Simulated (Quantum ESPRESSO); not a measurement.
## Short convergence ladders for MnTlCl3 (P4mm, 5 atoms in the cell)

```
CELL_PARAMETERS angstrom
      5.04392     0.00000     0.00000
      0.00000     5.04392     0.00000
      0.00000     0.00000     5.04392
ATOMIC_POSITIONS crystal
  Mn 0.50000 0.50000 0.50991
  Tl 0.00000 0.00000 0.00000
  Cl 0.00000 0.50000 0.50000
  Cl 0.50000 0.00000 0.50000
  Cl 0.50000 0.50000 0.00000
```
Moments meant for the start (each program seeds them in its own way; μB, in the order of the atoms Mn Tl Cl Cl Cl): 4.0 0.0 0.0 0.0 0.0.

Base method: PBEsol, PseudoDojo standard norm-conserving (PBESOL) pseudopotentials (plane waves; Quantum ESPRESSO 7.5).

Base settings: ecutwfc = 100 Ry; occupations = smearing; smearing = fermi-dirac; degauss = 0.000734986 Ry; nspin = 2; potentials = {Mn: Mn.upf, Tl: Tl.upf, Cl: Cl.upf}; K_POINTS = automatic 2 2 2 0 0 0; conv_thr = 1e-10 Ry; mixing_beta = 0.4.

The count of work is k-points × plane waves × bands × iterations; it is no time. Core times come from one kind of shared machine, to one figure; runs under 30 s give none.

**The k-point mesh**

The second cell is the first with its lattice scaled by 0.98.

Only quantities that move along the ladder and can be compared are tabulated.

| K_POINTS | free energy less the last step's (meV/atom) | energy of the compressed cell less the first (meV/atom) | pressure (GPa) | largest difference of a force vector from the last step's (eV/Å) | count of work / last |
|---|---|---|---|---|---|
| automatic 1 1 1 0 0 0 | 261.29 | -6.01 | -1.69 | 0.544 | 0.013 |
| automatic 2 2 2 0 0 0 | 19.87 | -3.31 | -1.48 | 0.045 | 0.080 |
| automatic 4 4 4 0 0 0 | 0.09 | -9.21 | -2.01 | 0.000 | 0.24 |
| automatic 5 5 5 0 0 0 | 0.00 | -9.25 | -2.01 | 0.000 | 0.24 |
| automatic 7 7 7 0 0 0 | 0.00 | -9.25 | -2.01 | 0.000 | 0.53 |
| automatic 9 9 9 0 0 0 | 0.00 | -9.25 | -2.01 | 0.000 | 1.0 |

Coarsest K_POINTS that holds the forces within 0.005 eV/Å of the last step, with all finer ones: automatic 4 4 4 0 0 0, at 0.24 of the last step's count of work; the step before is off by 0.045 eV/Å.

Coarsest K_POINTS that holds the free energy within 1 meV/atom of the last step, with all finer ones: automatic 4 4 4 0 0 0, at 0.24 of the last step's count of work; the step before is off by 20 meV/atom.

Coarsest K_POINTS that holds the pressure within 0.1 GPa of the last step, with all finer ones: automatic 4 4 4 0 0 0, at 0.24 of the last step's count of work; the step before is off by 0.54 GPa.

**The width of Fermi-Dirac smearing**

The mesh stays at the base's, so the ladder's end is converged at best in this setting alone.

Only quantities that move along the ladder and can be compared are tabulated; the gap is left out on so coarse a mesh.

The magnetic state is not the same in all runs (site moments differ, or a search went on to a lower state), so steps between rows are not convergence errors alone.

```csv
degauss,free energy less the last step's (meV/atom),pressure (GPa),largest difference of a force vector from the last step's (eV/Å),net moment (μB/atom),core time / last (rough)
0.073499 Ry,-672.51,-3.41,0.061,0.000,2
0.036749 Ry,-80.65,-3.08,0.062,0.852,1
0.0147 Ry,-3.94,-1.77,0.013,0.980,1
0.0073499 Ry,-0.11,-1.49,0.001,0.998,1.0
0.00147 Ry,0.00,-1.48,0.000,1.000,1
```

Widest degauss that holds the forces within 0.005 eV/Å of the last step, with all finer ones: 0.0073499 Ry; the step before is off by 0.013 eV/Å.

Widest degauss that holds the pressure within 0.2 GPa of the last step, with all finer ones: 0.0073499 Ry; the step before is off by 0.29 GPa.

Widest degauss that holds the free energy within 5 meV/atom of the last step, with all finer ones: 0.0147 Ry; the step before is off by 81 meV/atom.

**The SCF threshold**

The mesh stays at the base's, so the ladder's end is converged at best in this setting alone.

Only quantities that move along the ladder and can be compared are tabulated; the gap is left out on so coarse a mesh.

```csv
conv_thr,free energy less the last step's (meV/atom),largest difference of a force vector from the last step's (eV/Å),count of work / last
0.0073 Ry,1.55,0.016,0.20
7.3e-05 Ry,0.02,0.004,0.33
7.3e-07 Ry,0.00,0.001,0.47
1e-10 Ry,0.00,0.000,0.73
7.3e-14 Ry,0.00,0.000,1.0
```

Coarsest conv_thr that holds the forces within 0.005 eV/Å of the last step, with all finer ones: 7.3e-05 Ry, at 0.33 of the last step's count of work; the step before is off by 0.016 eV/Å.

Coarsest conv_thr that holds the free energy within 0.5 meV/atom of the last step, with all finer ones: 7.3e-05 Ry, at 0.33 of the last step's count of work; the step before is off by 1.5 meV/atom.

On the base run: the starting cell comes from a database of computed structures (which also holds hypothetical and non-ambient phases and stackings), without a prior relaxation at this level. Its lattice was rescaled by up to half a per cent. One atom was moved a little off its site on purpose. With one magnetic atom in the cell only a parallel order is possible.
